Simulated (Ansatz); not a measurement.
Take Nb3Sn in the A15 (Cr3Si type) structure (space group Pm-3n, No. 223) as the base.

Space group Pm-3n (No. 223); a = b = c = 5.2586 Å, α = β = γ = 90.00°

| atom | site | symmetry | x | y | z |
|---|---|---|---|---|---|
| Nb | 6c | -4m.2 | 0.0000 | 0.5000 | 0.2500 |
| Sn | 2a | m-3. | 0.0000 | 0.0000 | 0.0000 |

All numbers come from Ansatz (a quantum-chemistry and plane-wave program), PBEsol, PAW, cutoff 420 eV, no SOC.

Base values:

| Quantity | Result |
|---|---|
| Pressure | 0.0 GPa |
| Band gap | zero |

The change: an isotropic linear strain of +2.60 %; the atoms relax in the strained cell.

Task: What does the calculation give for the pressure, energy relative to the base and band gap after the change?

Result: The pressure goes from zero to -11.5 GPa; the energy grows by 56 meV/atom; the band gap remains zero.

No phonon test of stability was made. All final runs are without spin polarisation.
